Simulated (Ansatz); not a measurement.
Band structure of Ga (Cmce, 4 atoms in the cell).

```
Ga
1.0
    2.23154    -3.82558     0.00000
    2.23154     3.82558     0.00000
    0.00000     0.00000     4.58739
Ga
4
Direct
  0.65570   0.34430   0.41540
  0.34430   0.65570   0.58460
  0.84430   0.15570   0.91540
  0.15570   0.84430   0.08460
```

Computed with PBE (plane waves, PAW; Ansatz, an electronic-structure program).

Settings: basis.ecutwfc = 420 eV; kpoints.mp_grid.grid = 6 6 5; hamiltonian.xc = pbe; hamiltonian.pseudopotentials = {kind: paw} (the program's default PAW files); scf.occupations.method = fermi_dirac; scf.occupations.width = 0.136 eV; kpoints.band_path.npoints = 8.

The starting cell comes from a database of computed structures (which also holds hypothetical and non-ambient phases and stackings), without a prior relaxation at this level. Its lattice was rescaled by a random factor within 2.5 % of one.

Levels in eV from the Fermi level, bands 23 to 30:
```tsv
point	23	24	25	26	27	28	29	30
Γ	-3.93	-1.64	-1.51	-0.74	0.98	0.98	1.15	5.12
X	-6.51	-1.27	-1.20	-0.28	-0.23	0.81	1.88	3.06
S	-3.47	-3.47	-1.49	-1.49	0.62	0.62	4.05	4.05
R	-6.27	-6.27	-1.53	-1.53	0.50	0.50	7.22	7.22
A	-6.05	-6.05	-3.62	-3.62	4.31	4.31	5.08	5.08
Z	-0.03	-0.03	0.03	0.03	0.12	0.12	1.97	1.97
Y	-4.02	-3.18	-1.98	-1.67	1.03	1.05	3.40	3.71
X1	-6.51	-1.27	-1.20	-0.28	-0.23	0.81	1.88	3.06
A1	-6.05	-6.05	-3.62	-3.62	4.31	4.31	5.08	5.08
T	-5.37	-5.37	-1.22	-1.22	-0.78	-0.78	6.32	6.32
```

Bands cross the Fermi level along this path, so the cell is metallic at this level.

Keys are those of Ansatz 0.2.
